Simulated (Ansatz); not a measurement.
# A computed series for hypothetical anti-perovskite Cs3AuS: pressure series

Start from Cs$_{3}$AuS in the anti-perovskite structure (space group Pm-3m, No. 221; a = 6.677 Å; a hypothetical phase, not in the database extracts checked).

Cell and atoms are relaxed at each pressure.

Levels (all Ansatz, a first-principles code, PAW): PBE (420 eV, spin-orbit coupling left out); PBEsol (420 eV, spin-orbit coupling left out).

The base cell above is that of PBE; each level relaxes its own structures.

| case | lattice parameter a, PBE | lattice parameter a, PBEsol |
|---|---|---|
| pressure −1 GPa | 7.050 Å | (withheld) |
| pressure 0.3 GPa | 6.607 Å | 6.478 Å |
| pressure 0.7 GPa | 6.526 Å | 6.406 Å |
| pressure 1.5 GPa | 6.401 Å | (withheld) |
| pressure 3 GPa | 6.223 Å | 6.127 Å |
| pressure 5 GPa | 6.053 Å | (withheld) |
| pressure 7.5 GPa | 5.896 Å | (withheld) |
| pressure 10 GPa | 5.772 Å | 5.692 Å |

Question: Complete the table.

Answer: 
- pressure −1 GPa, lattice parameter a, PBEsol: 6.847 Å
- pressure 1.5 GPa, lattice parameter a, PBEsol: 6.291 Å
- pressure 5 GPa, lattice parameter a, PBEsol: 5.967 Å
- pressure 7.5 GPa, lattice parameter a, PBEsol: 5.815 Å

PBE lies above PBEsol in every row, by 0.081 Å to 0.203 Å. They put the cases in the same order.

A case with no gap was solved on a k-mesh chosen for an insulator, which is coarse for it. Load acts through the strain it causes; cell and atoms are relaxed under it. No phonon test of stability was made. No other phases were tried under pressure. The final runs are not spin-polarised.
